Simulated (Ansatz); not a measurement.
**Worked sum: formation energy of the neutral V_Cd in CdTe (zinc blende, F-43m)**

Subject: the formation energy of the neutral V_Cd in CdTe (zinc blende, F-43m). Reaction: 32 CdTe (zinc blende) → cell A + Cd (hcp).

A: a supercell of 64 sites of CdTe (zinc blende, F-43m) with one empty Cd site amid 4 Te; partly filled levels (a metallic host or states in the gap) with PBE; spin state with PBE: run without spin.

Ansatz (a quantum-chemistry and plane-wave program) with PAW potentials; structures come from PBE relaxations, nuclei static, no net charge. Ansatz runs with its default PAW set. Larger cells are relaxed from a start prepared with the learned potential CHGNet, on a coarser mesh till forces fall under 0.03 eV/Å, which some starts already meet. A dispersion term (D3(BJ), or D4 for r2SCAN) was computed beside these levels and is taken off wherever the name lacks it. Space groups of crystals are read within 0.01 Å. The runs are scalar-relativistic, without spin-orbit coupling. Mesh and cell size may move defect energies by 0.1 eV or more. The value holds for the reservoirs listed; other chemical potentials shift it.

Total energies of the cells in eV, at zero smearing width. They compare only within one column; the weights balance every element.

```
cell                atoms  weight            PBE
------------------  -----  ------  -------------
A: CdTe:V_Cd           63      +1  -479273.77168
Cd (hcp)                2    +1/2   -16508.90748
CdTe (zinc blende)     64      −1  -487530.81991
```

PBE: (-479273.77168) + 1/2 × (-16508.90748) − (-487530.81991) = 2.594 eV.

What follows from the PBE value: With the reservoirs of the reaction as written, and without entropy terms or charged states, the share of sites that hold the defect in equilibrium is exp(−2.59 eV/k_BT) = 8.9×10^-14 at 1000 K.
